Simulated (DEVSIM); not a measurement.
System: Al0.15Ga0.85As/GaAs p-n heterojunction, at 300 K.

Layer 1 from the left is Al0.15Ga0.85As, thickness (μm) 0.0620, Na (cm⁻³) 1.1e16, τn (s) 7.9e-10, τp (s) 7.9e-10. Layer 2 from the left is GaAs, thickness (μm) 1.50, Nd (cm⁻³) 1.2e16, τn (s) 7.9e-10, τp (s) 7.9e-10.

Left contact: ohmic. Right contact: ohmic. Voltage is applied to the left contact. Recombination: SRH at mid-gap. Mobility is constant in doping.

The device is made up for the run: typed textbook-type constants, with dimensions and the other settings drawn at random. Values at 300 K.

Al0.15Ga0.85As: gap (eV) 1.611, affinity (eV) 3.9515, permittivity 12.47, Nc (cm⁻³) 5.6e17, Nv (cm⁻³) 9e18, μn (cm²/Vs) 5695, μp (cm²/Vs) 282. GaAs: gap (eV) 1.424, affinity (eV) 4.07, permittivity 12.9, Nc (cm⁻³) 4.7e17, Nv (cm⁻³) 9e18, μn (cm²/Vs) 8500, μp (cm²/Vs) 400.

DEVSIM, 1D drift-diffusion, Boltzmann statistics, complete ionisation; no tunnelling, impact ionisation, image-force lowering or self-heating. Band offsets follow the typed affinities; no thermionic-emission limit at abrupt steps, no polarisation charge.

**Question.** What does the simulation give for the largest field in the device at zero bias, the dark forward voltage at 100 A/cm², the potential step across the device at zero bias, the dark forward voltage at 1 A/cm²?

**Answer.** largest field in the device at zero bias 56000 V/cm; dark forward voltage at 100 A/cm² 1.133 V; potential step across the device at zero bias 1.224 V; dark forward voltage at 1 A/cm² 0.994 V.
